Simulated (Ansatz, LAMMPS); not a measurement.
Ge well of 13 atomic layers along [001] in random Si0.3Ge0.7, interfaces one step of a layer

Cell 17.02 × 17.02 × 57.15 Å, Si157Ge563, 720 atoms. Prepared with Tersoff's 1989 multicomponent potential (SiCGe.tersoff) (LAMMPS): minimisation. 

Calculation: PBE, support functions at accuracy medium on the grid of 370 eV (norm-conserving potentials; Ansatz, a quantum-chemistry and plane-wave program).

Basis: localised support functions (accuracy medium) on a full density matrix. k-points: zone centre alone; occupations: Fermi-Dirac, 0.010 eV; spin polarisation not allowed. No spin-orbit coupling.

```yaml
Kohn-Sham gap of the cell on its k-mesh: 0.21 eV
weight_of_the_highest_filled_level_on_the_well: 0.77
weight_of_the_lowest_empty_level_on_the_well: 0.41
coordination (neighbours within 2.928 Å): 100.0 % 4-fold
Ge-Ge bonds, mean ± spread: 2.482 ± 0.007 Å
Ge-Si bonds, mean ± spread: 2.439 ± 0.008 Å
Si-Si bonds, mean ± spread: 2.391 ± 0.008 Å
bond angles, mean ± spread: 109.5° ± 1.2°
pressure: 0.07 GPa
cost_of_the_final_run: roughly 30 core-minutes, 12 SCF iterations, 15 GiB
```
